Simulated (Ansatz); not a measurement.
Start from BeTe in the zinc blende structure (space group F-43m, No. 216; a = 5.6043 Å). Axes: x, y, z lie along the cube axes.

Calculations: Ansatz (a quantum-chemistry and plane-wave program) PBEsol, scalar-relativistic without spin-orbit coupling.

For the base:

| Property | Result |
|---|---|
| Smallest direct gap | 3.61 eV |
| Pressure | 0.01 GPa |

It is then changed as follows: the cell is compressed by 1.00 % along z with no lateral relaxation; the atoms relax in the strained cell.

Task: Estimate the effect on the smallest direct gap.

Result: The smallest direct gap drops by 0.06 eV, from 3.61 eV to 3.55 eV.

Task: What does the calculation give for the pressure after the change?

Result: The pressure (mean of the normal stresses, compression positive) grows by 0.62 GPa to 0.63 GPa.

With Te present, leaving out spin-orbit coupling can change the band edges. Whether these cells are dynamically stable was not tested.
